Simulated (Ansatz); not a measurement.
Take Si in the diamond structure (space group Fd-3m, No. 227; a = 5.4336 Å) as the base. Axes: x, y, z lie along the cube axes.

Method: PBEsol/PAW in Ansatz (an electronic-structure program), no SOC.

Strains are applied to the cell and any free atomic positions relax; under biaxial strain the out-of-plane vector relaxes too; under stress the whole cell relaxes.

One change was made to it. Results:

| quantity | base | after |
|---|---|---|
| energy relative to the base (free energy F) | 0 meV/atom | +3.1 meV/atom |
| shortest interatomic distance | 235.3 pm | 234.4 pm |

Task: Which of these changes matches the shifts?
(A) tensor shear ε_xy = +1.30 %
(B) uniaxial stress, 1 GPa tension along z
(C) isotropic strain −1.19 %
(D) isotropic strain −1.34 %
(E) biaxial strain −3.68 %, plane normal [111], relaxed out of plane

Result: A, tensor shear ε_xy = +1.30 %. For comparison, the energy relative to the base in the other runs: isotropic strain −1.19 % gives +7.8 meV/atom; isotropic strain −1.34 % gives +9.9 meV/atom; biaxial strain −3.68 %, plane normal [111], relaxed out of plane gives +38 meV/atom; uniaxial stress, 1 GPa tension along z gives +0.5 meV/atom.

A case with no gap was solved on a k-mesh chosen for an insulator, which is coarse for it. Beyond what the load breaks, stability against distortions was not tested.
